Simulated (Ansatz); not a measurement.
For NbAl3 (I4/mmm, No. 139; structure not from a measured cell), PBEsol (plane waves, PAW; Ansatz, a first-principles code) gives:

- lattice parameter a: 3.823 Å
- c axis length: 8.568 Å

Question: What does r²SCAN+rVV10 (PAW; Ansatz) give for the same quantities?

Answer: 
- lattice constant a: 3.828 Å (goes up by 0.1 %)
- lattice parameter c: 8.563 Å (drops by 0.1 %)

Changes are worked out from the printed values.

Unless a cell is named, each level is at its own relaxed cell (PBEsol 15.66, r²SCAN+rVV10 15.68 Å³/atom).

Caveats: the relaxation could not lower the start's symmetry, so the cell can be a saddle point above a distorted one (PBEsol, r²SCAN+rVV10). Ansatz's density-functional and Hartree–Fock values are scalar-relativistic unless marked +SOC, with PAW data made under PBE.
